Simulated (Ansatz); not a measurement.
Start from ZrO$_{2}$ in the fluorite structure (space group Fm-3m, No. 225; a = 5.089 Å).

Modification: cell and atoms relaxed at a pressure of 30 GPa.

Calculations: r2SCAN/PAW in Ansatz (a quantum-chemistry and plane-wave program), scalar-relativistic without spin-orbit coupling.

Base, band edges from the VBM (valence, conduction): X 0.00, 4.29; W -0.21, 4.91; L -1.67, 4.50; Γ -0.55, 3.89; K -0.34, 4.51; U -0.34, 4.51 eV.

Question: Give the band edges at the high-symmetry points of the new zone, measured from its valence-band maximum.

Answer: 
```
point  valence edge (eV)  conduction edge (eV)
-----  -----------------  --------------------
Γ                  -0.58                  4.18
X                   0.00                  4.67
U                  -0.38                  4.92
K                  -0.38                  4.92
L                  -1.74                  4.90
W                  -0.24                  5.38
```

The gap is 4.18 eV, indirect, X → Γ.

Load acts through the strain it causes; cell and atoms are relaxed under it. Stability against distortions was not tested. No other phases were tried under pressure. This is not the structure that ZrO2 has at room temperature and ambient pressure.
